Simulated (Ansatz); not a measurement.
Consider a periodic stack without vacuum, rock-salt TiN (1 1 1) on zinc-blende BN (1 1 1) (film strained to the substrate, started from cuts of the bulks and a machine-learned relaxation; slabs B28N28 and N12Ti12, which can lie off the formulas): substrate slab B28N28, film N12Ti12, surface cells [[0, -2], [2, -2]] and [[1, -2], [2, -1]], film strained by -1.4 and -1.4 %, outermost planes N/B and N/Ti as cut, which need not be the usual terminations and can put a slab off its formula. Its start:

```yaml
crystal:
  lattice:
    - [5.12629, 0.00000, 0.01813]
    - [2.56314, 4.43950, -0.00900]
    - [-0.33100, 0.62902, 25.28109]
  atoms:
    - { symbol: B, position: [0.78928, 0.34647, 0.08836] }
    - { symbol: B, position: [0.28608, 0.35025, 0.08832] }
    - { symbol: B, position: [0.78805, 0.84892, 0.08974] }
    - { symbol: B, position: [0.28971, 0.84902, 0.08831] }
    - { symbol: B, position: [0.46210, 0.00691, 0.17189] }
    - { symbol: B, position: [0.96421, 0.00608, 0.17192] }
    - { symbol: B, position: [0.46326, 0.50592, 0.17140] }
    - { symbol: B, position: [0.96341, 0.50494, 0.17190] }
    - { symbol: B, position: [0.13794, 0.66355, 0.25454] }
    - { symbol: B, position: [0.63757, 0.66370, 0.25452] }
    - { symbol: B, position: [0.13769, 0.16371, 0.25474] }
    - { symbol: B, position: [0.63756, 0.16391, 0.25455] }
    - { symbol: B, position: [0.81191, 0.32170, 0.33741] }
    - { symbol: B, position: [0.31206, 0.32157, 0.33751] }
    - { symbol: B, position: [0.81233, 0.82153, 0.33750] }
    - { symbol: B, position: [0.31230, 0.82150, 0.33745] }
    - { symbol: B, position: [0.48595, 0.98035, 0.42040] }
    - { symbol: B, position: [0.98638, 0.98133, 0.42026] }
    - { symbol: B, position: [0.48501, 0.48037, 0.42011] }
    - { symbol: B, position: [0.98499, 0.47972, 0.42047] }
    - { symbol: B, position: [0.15519, 0.64054, 0.50238] }
    - { symbol: B, position: [0.65222, 0.64117, 0.50349] }
    - { symbol: B, position: [0.16444, 0.13893, 0.50463] }
    - { symbol: B, position: [0.65978, 0.14040, 0.50294] }
    - { symbol: B, position: [0.85021, 0.29036, 0.58473] }
    - { symbol: B, position: [0.37668, 0.38155, 0.58446] }
    - { symbol: B, position: [0.83583, 0.79119, 0.58513] }
    - { symbol: B, position: [0.27665, 0.73947, 0.58465] }
    - { symbol: N, position: [0.78221, 0.85573, 0.03261] }
    - { symbol: N, position: [0.28895, 0.85419, 0.02917] }
    - { symbol: N, position: [0.78426, 0.34855, 0.02920] }
    - { symbol: N, position: [0.27609, 0.36134, 0.02916] }
    - { symbol: N, position: [0.45733, 0.51261, 0.11123] }
    - { symbol: N, position: [0.95780, 0.50982, 0.11219] }
    - { symbol: N, position: [0.45393, 0.01533, 0.11216] }
    - { symbol: N, position: [0.95983, 0.01321, 0.11221] }
    - { symbol: N, position: [0.13209, 0.17016, 0.19433] }
    - { symbol: N, position: [0.63208, 0.17043, 0.19385] }
    - { symbol: N, position: [0.13236, 0.66985, 0.19385] }
    - { symbol: N, position: [0.63175, 0.67025, 0.19383] }
    - { symbol: N, position: [0.80658, 0.82793, 0.27626] }
    - { symbol: N, position: [0.30665, 0.82774, 0.27632] }
    - { symbol: N, position: [0.80622, 0.32816, 0.27630] }
    - { symbol: N, position: [0.30654, 0.32803, 0.27636] }
    - { symbol: N, position: [0.48053, 0.48605, 0.35879] }
    - { symbol: N, position: [0.98043, 0.48578, 0.35896] }
    - { symbol: N, position: [0.48089, 0.98603, 0.35890] }
    - { symbol: N, position: [0.98106, 0.98650, 0.35883] }
    - { symbol: N, position: [0.15615, 0.14477, 0.44238] }
    - { symbol: N, position: [0.65556, 0.14483, 0.44149] }
    - { symbol: N, position: [0.15212, 0.64613, 0.44119] }
    - { symbol: N, position: [0.65239, 0.64491, 0.44176] }
    - { symbol: N, position: [0.82145, 0.80441, 0.52431] }
    - { symbol: N, position: [0.32209, 0.80512, 0.52526] }
    - { symbol: N, position: [0.82918, 0.30613, 0.52430] }
    - { symbol: N, position: [0.33215, 0.30786, 0.52450] }
    - { symbol: N, position: [0.98073, 0.97206, 0.60683] }
    - { symbol: N, position: [0.42677, 0.18421, 0.62769] }
    - { symbol: N, position: [0.81240, 0.55147, 0.61410] }
    - { symbol: N, position: [0.76003, 0.21466, 0.72269] }
    - { symbol: N, position: [0.10192, 0.54313, 0.72253] }
    - { symbol: N, position: [0.42891, 0.87301, 0.72333] }
    - { symbol: N, position: [0.43638, 0.53709, 0.82239] }
    - { symbol: N, position: [0.76945, 0.87055, 0.82248] }
    - { symbol: N, position: [0.10311, 0.20366, 0.82239] }
    - { symbol: N, position: [0.11786, 0.86250, 0.92123] }
    - { symbol: N, position: [0.43618, 0.20306, 0.92130] }
    - { symbol: N, position: [0.77643, 0.52135, 0.92128] }
    - { symbol: Ti, position: [0.43119, 0.54246, 0.67423] }
    - { symbol: Ti, position: [0.75467, 0.88236, 0.67972] }
    - { symbol: Ti, position: [0.09690, 0.21636, 0.67812] }
    - { symbol: Ti, position: [0.09900, 0.87381, 0.77412] }
    - { symbol: Ti, position: [0.43376, 0.20714, 0.77414] }
    - { symbol: Ti, position: [0.76746, 0.54020, 0.77422] }
    - { symbol: Ti, position: [0.77322, 0.20447, 0.87281] }
    - { symbol: Ti, position: [0.11090, 0.52897, 0.87283] }
    - { symbol: Ti, position: [0.43535, 0.86621, 0.87283] }
    - { symbol: Ti, position: [0.44665, 0.52490, 0.98249] }
    - { symbol: Ti, position: [0.78074, 0.85794, 0.96347] }
    - { symbol: Ti, position: [0.11339, 0.19201, 0.98221] }
```

The start was prepared with a machine-learned potential, and the result is one local minimum, with the in-plane cell held and forces under 0.04 eV/Å; the film can end far from its bulk form.

Computed with PBE (plane waves to 420 eV, PAW; Ansatz, a first-principles code). Scalar-relativistic, without spin–orbit coupling; the runs are not spin-polarised; PBE gaps are too small against experiment. Its k-point mesh 6×6×1, Fermi–Dirac width 0.05 eV.

Predict the relaxed interface.

The interface area is 22.8 Å² and the period is 25.08 Å. The heights between the nearest atoms of the two slabs at the two interfaces comes out as 0.58 and 1.21 Å and the N–Ti contacts across the interfaces within 1.22 times the sum of covalent radii is 12, mean 2.14 Å. The B–Ti contacts across the interfaces within 1.22 times the sum of covalent radii is 8, mean 2.74 Å and the B–N contacts across the interfaces within 1.22 times the sum of covalent radii is 6, mean 1.52 Å.
